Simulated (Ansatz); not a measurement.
The reference is TiB₂ (space group P6/mmm, No. 191; a = 3.017 Å, c = 3.185 Å). Axes: x lies along a and z along c of the hexagonal cell.

Method: PBEsol/PAW in Ansatz (a quantum-chemistry and plane-wave program), scalar-relativistic without spin-orbit coupling.

Before the change:

The pressure is 0.0 GPa, the band gap is zero and the shortest interatomic distance is 1.742 Å.

It is then changed as follows: tensor shear ε_xz = +2.61 % (engineering shear γ = 0.0522), atoms relaxed at fixed cell.

What does the calculation give for the energy relative to the base, pressure, band gap and shortest interatomic distance after the change?

The energy goes up by 20 meV/atom; the pressure (mean of the normal stresses, compression positive) goes from zero to 0.9 GPa; the band gap is still zero; the shortest interatomic distance remains 1.742 Å.

A case with no gap was solved on a k-mesh chosen for an insulator, which is coarse for it. Without a gap, meshes like the base's 13×13×10 leave anisotropic stresses uncertain by several tenths of a GPa, and small strain energies with them. The cells carry an imposed strain or load. Stability against distortions was not tested. All final runs are without spin polarisation.
